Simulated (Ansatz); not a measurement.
The parent structure is Au in the fcc (Cu type) structure (space group Fm-3m, No. 225; a = 4.048 Å; relaxed with 0.1 eV smearing).

Computed with Ansatz (a first-principles code), LDA, PAW, cutoff 420 eV, no SOC.

For the base:

The pressure is 0.0 GPa.

It is then changed as follows: the cell is scaled by 1.0300 in all directions; the atoms relax in the strained cell.

### Question
Predict the new energy relative to the base.

### Answer
The energy increases by 71 meV/atom.

### Question
Predict the new pressure.

### Answer
The pressure goes from zero to -13.3 GPa.

Whether these cells are dynamically stable was not tested.
